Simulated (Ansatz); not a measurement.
**zinc-blende BP: the defect Se on the P site (broken-bond start)**

All values below come from PBE, PAW (plane waves to 420 eV; Ansatz, an electronic-structure program). Cell: 64 sites, 2×2×2; final energies on a 2×2×2 shifted mesh. Sites at the start: the P site; started 0.95 Å off site, one bond broken. Energies of charged states are corrected for periodic images (point charge plus alignment at distant sites). Dielectric constants: PBE linear response of the host. Host gap at this level: 1.25 eV. These values are not converged in cell size to better than tenths of an eV. The semilocal functional narrows the gap, so deep levels can fall outside it. Spin–orbit coupling is left out. Each state is the lowest found from its start.

| charge | moment (μB) | largest move off a lattice site (Å) | image correction with alignment (eV) |
|---|---|---|---|
| +1 | not spin-polarised | 0.11 | 0.37 |
| 0* | fractional | 0.13 | – |
| −1* | not spin-polarised | 0.15 | – |

* At this level the carrier isn't localised at the defect: at charge 0 electrons occupy the conduction band; at charge −1 electrons occupy the conduction band. Such a state is shallow or no state of the defect, and this cell gives it no level.

No other site or start that was run ended lower by more than 0.1 eV.

Flagged in the runs: a doubtful potential alignment.
